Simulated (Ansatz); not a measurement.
How the smallest direct gap on the k points sampled of PbZrO3 (model structure, started from the LiNbO3 type, R3c, No. 161, 10 atoms in the cell) moves with the method

No measured value is used here.

```
level (code)        value (eV)
------------------  ----------
LDA (Ansatz)              2.96
PBEsol (Ansatz)           2.95
r²SCAN (Ansatz)           3.48
HSE06+SOC (Ansatz)        3.76
PBE0 (Ansatz)              ___
```

**Question.** Some entries are withheld; supply them.

**Answer.** 
- PBE0 (Ansatz, a program for electronic structure), value (eV): 4.74

Computed values are for a static lattice. Spin–orbit coupling is included only where a level's name says +SOC; with heavier elements it mostly lowers gaps and can invert bands.  Values are at the PBEsol cell. Cutoffs and k meshes differ between the levels. Ansatz's density-functional and Hartree–Fock values are scalar-relativistic unless marked +SOC, with PAW data made under PBE.

A model structure was made by putting elements into a prototype or built by hand; it is no filed structure, need not be a known phase, and can be a saddle point held by its symmetry.
